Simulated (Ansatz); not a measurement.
Pd: response to strain

Take Pd in the fcc (Cu type) structure (space group Fm-3m, No. 225; a = 3.945 Å; relaxed with 0.1 eV smearing) as the base.

Strains are applied to the cell and any free atomic positions relax.

The values are results of PBE (Ansatz, a program for electronic structure), no SOC, not measurements.

Notes on the quantities. energy relative to the base: free energy F.

| variant | energy relative to the base | pressure | shortest interatomic distance |
|---|---|---|---|
| base | 0 meV/atom | 0.0 GPa | 2.790 Å |
| isotropic strain −3.00 % | +74 meV/atom | 19.5 GPa | 2.706 Å |
| isotropic strain −2.50 % | +50 meV/atom | ? | 2.720 Å |
| isotropic strain −2.00 % | +31 meV/atom | ? | 2.734 Å |
| isotropic strain −1.50 % | +17 meV/atom | 8.5 GPa | 2.748 Å |
| isotropic strain −1.00 % | +7.5 meV/atom | 5.4 GPa | 2.762 Å |
| isotropic strain −0.50 % | +1.8 meV/atom | 2.6 GPa | 2.776 Å |
| isotropic strain +1.00 % | +6.9 meV/atom | -4.6 GPa | 2.818 Å |
| isotropic strain +1.50 % | +15 meV/atom | -6.6 GPa | 2.832 Å |
| isotropic strain +2.00 % | +26 meV/atom | -8.4 GPa | 2.846 Å |

Fill in the withheld entries from the trend.


- isotropic strain −2.50 %, pressure: 15.6 GPa
- isotropic strain −2.00 %, pressure: 11.9 GPa

No phonon test of stability was made. All final runs are without spin polarisation. Pd lies near a magnetic instability that expansion can trigger; it was not tested.
